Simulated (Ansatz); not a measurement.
# A computed series for C: response to strain

Base system: C in the diamond structure (space group Fd-3m, No. 227).

```xyz
2
Lattice="0.0000 1.7659 1.7659 1.7659 0.0000 1.7659 1.7659 1.7659 0.0000" Properties=species:S:1:pos:R:3 pbc="T T T"
C      0.0000     0.0000     0.0000
C      0.8829     0.8829     0.8829
```

Cartesian axes are those of the cell as printed.

Strains are applied to the cell and any free atomic positions relax; under biaxial strain the out-of-plane vector relaxes too.

Computed with LDA, PAW, 420 eV (Ansatz, a first-principles code; no spin-orbit coupling).

Candidates:
(a) biaxial strain −0.83 %, plane normal [111], relaxed out of plane
(b) biaxial strain +2.08 %, plane normal [111], relaxed out of plane
(c) biaxial strain −1.25 %, plane normal [111], relaxed out of plane
(d) biaxial strain −2.50 %, plane normal [111], relaxed out of plane

Notes on the quantities. energy relative to the base: free energy F.

Problem. Order them by energy relative to the base, highest first.

Solution. (d) biaxial strain −2.50 %, plane normal [111], relaxed out of plane (+30 meV/atom), (b) biaxial strain +2.08 %, plane normal [111], relaxed out of plane (+19 meV/atom), (c) biaxial strain −1.25 %, plane normal [111], relaxed out of plane (+7.3 meV/atom), (a) biaxial strain −0.83 %, plane normal [111], relaxed out of plane (+3.3 meV/atom)

Stability against distortions was not tested.
